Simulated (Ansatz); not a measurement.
## Rutile MgC₂ (cell taken from a computed entry)

The numbers are results of HSE06 (Ansatz, a program for electronic structure, plane waves, PAW), not measurements.

Run with plane-wave cutoff 500 eV, 6×6×4 k mesh (along the axes of the cell as run), gaussian smearing 0.02 eV, scalar-relativistic PAW data made under PBE.

Cell: relaxed with r²SCAN: a = b = 3.936 Å, c = 4.935 Å, α = β = γ = 90.00°.

| Item | Result |
|---|---|
| band gap | 3.77 eV (on the SCF k mesh) |

Note: cell and atoms aren't relaxed at this level (largest force component 0.16 eV/Å, pressure -0.5 GPa).

Static lattice: no zero-point or thermal effects.
